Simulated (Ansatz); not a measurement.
System: SiC (model structure, started from the GeS type, Pnma, No. 62, 8 atoms in the cell). Method: LDA (Ansatz, a first-principles code, PAW).

Settings: plane-wave cutoff 520 eV, 10×18×12 k mesh (along the axes of the cell as run), Fermi–Dirac smearing 0.05 eV, scalar-relativistic PAW data made under PBE.

The cell is the one relaxed with PBEsol. Conventional cell: a = 5.8115 Å, b = 3.1253 Å, c = 5.1902 Å, α = 90.00°, β = 90.00°, γ = 90.00°.

```
CSi
1.0
    5.81152     0.00000     0.00000
    0.00000     3.12531     0.00000
    0.00000     0.00000     5.19020
Si C
4 4
Direct
  0.15936   0.25000   0.40402
  0.34064   0.75000   0.90402
  0.84064   0.75000   0.59598
  0.65936   0.25000   0.09598
  0.82444   0.25000   0.39626
  0.67556   0.75000   0.89626
  0.17556   0.75000   0.60374
  0.32444   0.25000   0.10374
```

Q: List the 22 lowest band energies at Γ above −25 eV (eV, relative to the valence band maximum), grouping those that round alike.

A: At Γ: -15.21, -13.13, -11.96, -10.12, -7.26, -7.00, -5.45, -5.19, -4.15, -3.59, -2.16, -1.34, -0.96, -0.48, -0.16, 0.00, 3.03, 4.47, 4.94, 5.04, 5.31, 6.80.

Note: the relaxation could raise the start's symmetry but not lower it, so the cell can be a saddle point; cell and atoms aren't relaxed at this level (pressure -3.8 GPa).

A model structure was made by putting elements into a prototype or built by hand; it is no filed structure, need not be a known phase, and can be a saddle point held by its symmetry.
